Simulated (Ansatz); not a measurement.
The reference is CdTe in the zinc blende structure (space group F-43m, No. 216; a = 6.619 Å).

(Cell as relaxed with PBE.)

Levels (all Ansatz, a quantum-chemistry and plane-wave program, PAW, earlier PAW set): PBE (420 eV, spin-orbit coupling left out); r2SCAN (500 eV, no spin-orbit coupling).

Each level relaxes its own structure.

| base | PBE | r2SCAN |
|---|---|---|
| volume per atom | 36.24 Å³ | 35.26 Å³ |
| lattice parameter a | 6.619 Å | 6.558 Å |
| band gap | 0.58 eV | 1.16 eV |

One thing is altered: a hydrostatic pressure of 2.1 GPa.

| quantity | PBE | r2SCAN |
|---|---|---|
| hole mass (degenerate bands, along [100]) | 0.063, 0.53, 0.53 mₑ (at Γ) | [?] |
| band gap | 0.74 eV | [?] |
| electron mass | 0.062 mₑ (at Γ) | [?] |
| volume per atom | 34.38 Å³ | [?] |

Problem. Predict the r2SCAN column.

Solution. 
- hole mass (degenerate bands, along [100]), r2SCAN: 0.098, 0.50, 0.50 mₑ (at Γ)
- band gap, r2SCAN: 1.31 eV
- electron mass, r2SCAN: 0.096 mₑ (at Γ)
- volume per atom, r2SCAN: 33.65 Å³

PBE's band gap lies 0.57 eV below r2SCAN's; PBE's volume per atom lies 0.73 Å³ above r2SCAN's (2.2 %). Neither level is exact; r2SCAN is the comparison here, not a measurement.

Spin-orbit coupling, missing from the scalar runs, can matter with Te. Load acts through the strain it causes; cell and atoms are relaxed under it. Effective masses come from finite differences of ±0.01 Å⁻¹. Whether these cells are dynamically stable was not tested. Tetrahedral semiconductors of this kind turn to denser phases somewhere between about 1 and 50 GPa; those were not computed, so compressed cells here can lie past the real transition.
